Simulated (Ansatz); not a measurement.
**A computed series for GaP: pressure series**

The parent structure is GaP in the zinc blende structure (space group F-43m, No. 216).

```yaml
crystal:
  lattice:
    - [0.00000, 2.69570, 2.69570]
    - [2.69570, 0.00000, 2.69570]
    - [2.69570, 2.69570, 0.00000]
  atoms:
    - { symbol: Ga, position: [0.00000, 0.00000, 0.00000] }
    - { symbol: P, position: [0.25000, 0.25000, 0.25000] }
```

Cell and atoms are relaxed at each pressure.

Computed with plane-wave PAW DFT at the LDA level (Ansatz, a quantum-chemistry and plane-wave program, 420 eV), spin-orbit coupling left out.

Two rows of this table had their results exchanged by mistake.

```
pressure           volume per atom (Å³)  shortest distance (Å)  band gap
-----------------  --------------------  ---------------------  --------
pressure −2 GPa                   20.05                  2.353   1.42 eV
pressure −1 GPa                   19.81                  2.343   1.40 eV
pressure 0.9 GPa                  17.27                  2.238   1.12 eV
pressure 2.1 GPa                  19.16                  2.317   1.34 eV
pressure 4.5 GPa                  18.72                  2.300   1.30 eV
pressure 9 GPa                    18.03                  2.271   1.22 eV
pressure 15 GPa                   19.40                  2.327   1.37 eV
pressure 22.5 GPa                 16.50                  2.205   1.00 eV
pressure 30 GPa                   15.87                  2.176   0.90 eV
```

Problem. Which two?

Solution. The rows for pressure 0.9 GPa and pressure 15 GPa: the volume has to fall steadily with pressure, so 19.40 Å³ belongs to pressure 0.9 GPa and 17.27 Å³ to pressure 15 GPa.

Load acts through the strain it causes; cell and atoms are relaxed under it. Stability against distortions was not tested. Measured, GaP leaves this structure (for a Cmcm phase) near 26 GPa (temperature not stated; as listed in Datta, Sujoy, Jana, Debnarayan, arXiv (2020)).
